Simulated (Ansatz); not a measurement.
Worked example: self-consistent single point of WSe₂ (P3m1, 6 atoms in the cell) in Ansatz (an electronic-structure program).

Level of theory: PBEsol, default PAW files made with PBE (plane waves; Ansatz).

```
CELL_PARAMETERS angstrom
      1.64820    -2.85477     0.00000
      1.64820     2.85477     0.00000
      0.00000     0.00000    13.02480
ATOMIC_POSITIONS crystal
  W  0.33333 0.66667 0.25384
  W  0.66667 0.33333 0.75000
  Se 0.33333 0.66667 0.87900
  Se 0.66667 0.33333 0.37900
  Se 0.66667 0.33333 0.12100
  Se 0.33333 0.66667 0.62100
```

Reference input (self-consistent single point, DFT, PBEsol, plane waves, default PAW files made with PBE): basis.ecutwfc = 420 eV; kpoints.mp_grid.grid = 9 9 2; hamiltonian.xc = pbesol; hamiltonian.pseudopotentials = {kind: paw} (the program's default PAW files); scf.occupations.method = fermi_dirac; scf.occupations.width = 0.05 eV. This run's input differs from it in these lines:

Ansatz 0.2 input:
```diff
@@ -21,3 +21,3 @@
 scf:
-  occupations: { method: fermi_dirac, width: 0.05 }
+  occupations: { method: fermi_dirac, width: 0.5 }
 output:
```

Output, abridged:

```
SCF iter   1: F=—  HF=-42213.894007 eV  |F-HF|=—  |Δ(HF+E_count)|=         —  Δρ=5.53e-3  dr2=3.41e-2  ethr=1.77e-3  ⟨swp⟩=5.5  Hψ=5580  notcnv=0
all-band conjugate gradients solve this SCF's bands
preconditioner: auto → LDOS
SCF iter   2: F=—  HF=-42213.902698 eV  |F-HF|=—  |Δ(HF+E_count)|=   8.69e-3  Δρ=3.28e-3  dr2=3.31e-2  ethr=3.71e-5  ⟨swp⟩=2.3  Hψ=2985  notcnv=0
SCF iter   3: F=—  HF=-42213.896469 eV  |F-HF|=—  |Δ(HF+E_count)|=   6.23e-3  Δρ=7.90e-4  dr2=1.83e-3  ethr=3.60e-5  ⟨swp⟩=3.0  Hψ=2611  notcnv=0
SCF iter   4: F=—  HF=-42213.896356 eV  |F-HF|=—  |Δ(HF+E_count)|=   1.13e-4  Δρ=1.81e-4  dr2=7.38e-5  ethr=1.98e-6  ⟨swp⟩=2.0  Hψ=1614  notcnv=0
SCF iter   5: F=—  HF=-42213.896333 eV  |F-HF|=—  |Δ(HF+E_count)|=   2.34e-5  Δρ=3.69e-5  dr2=1.18e-6  ethr=8.02e-8  ⟨swp⟩=3.0  Hψ=3118  notcnv=0
SCF iter   6: F=-42213.896334 eV  HF=-42213.896334 eV  |F-HF|=8.37e-10  |Δ(HF+E_count)|=   1.12e-6  Δρ=7.00e-6  dr2=8.81e-8  ethr=1.09e-10  ⟨swp⟩=7.5  Hψ=6831  notcnv=0
SCF 1 converged in 6 iterations: F = -42213.896334 eV  dr2 = 8.81e-8
Free energy (F): -42213.896334 eV
Internal energy: -42212.360214 eV  (E = F + TS)
E sigma→0 (E₀):  -42213.128274 eV
Entropy (-TS):   -1.536120 eV (-256.020 meV/atom)
Fermi energy:    13.030685 eV
--- Forces (eV/Å), atoms counted from 1 ---
  atom   1  W     -0.00000000     0.00000000    -1.18172053
  atom   2  W      0.00000000    -0.00000000    -0.00203676
  atom   3  Se    -0.00000000     0.00000000    -0.07834991
  atom   4  Se     0.00000000    -0.00000000     0.54187003
  atom   5  Se     0.00000000    -0.00000000     0.63224949
  atom   6  Se     0.00000000     0.00000000     0.08802155
--- Stress (GPa, compression-positive) ---
       -0.964397       0.000000       0.000000
        0.000000      -0.964397       0.000000
        0.000000       0.000000      -0.407657
  P = ⅓ Tr σ = -0.7788 GPa (-7.788 kbar)
  The stress holds the Pulay correction. Without it, at fixed plane waves, as pw.x and ABINIT print it: P = -0.8085 GPa
```

The run converged in 6 iterations. Against the reference run the free energy drops by 69.8 meV/atom, the pressure goes from -2.28 to -0.78 GPa and the largest force goes from 1.388 to 1.182 eV/Å.

The starting cell has typed, rounded lattice constants, without a prior relaxation at this level. Its lattice was rescaled by up to half a per cent. One atom was moved a little off its site on purpose. Spin-orbit coupling is off. Spin polarisation is off. Forces in this geometry exceed 1 eV/Å. Ansatz's pressure includes its estimate of the finite-basis (Pulay) stress.
